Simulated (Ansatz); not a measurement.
Here is the system:

```yaml
crystal:
  lattice:
    - [3.71197, 0.00000, 0.00000]
    - [0.00000, 3.71197, 0.00000]
    - [1.85598, -1.85598, 2.74199]
  atoms:
    - { symbol: Zn, position: [0.00000, 0.00000, 0.00000] }
    - { symbol: S, position: [0.75000, 0.75000, 0.50000] }
```

No spin polarisation.

All numbers come from plane-wave PAW DFT at the PBEsol level (Ansatz, a program for electronic structure, 420 eV), scalar-relativistic without spin-orbit coupling. Γ-centred 11×11×11 mesh, Fermi–Dirac width 0.05 eV.

Q: Predict the band gap and electron mass.

A: 
- Band gap: 2.09 eV
- Electron mass: 0.17 mₑ (at Γ)

The cells carry an imposed strain or load. Masses are band curvatures over ±0.01 Å⁻¹ around the edge. Whether these cells are dynamically stable was not tested. The cell was made from ZnS in the zinc blende structure (space group F-43m, No. 216) by this change: biaxial strain −2.00 %, plane normal [001], relaxed out of plane.
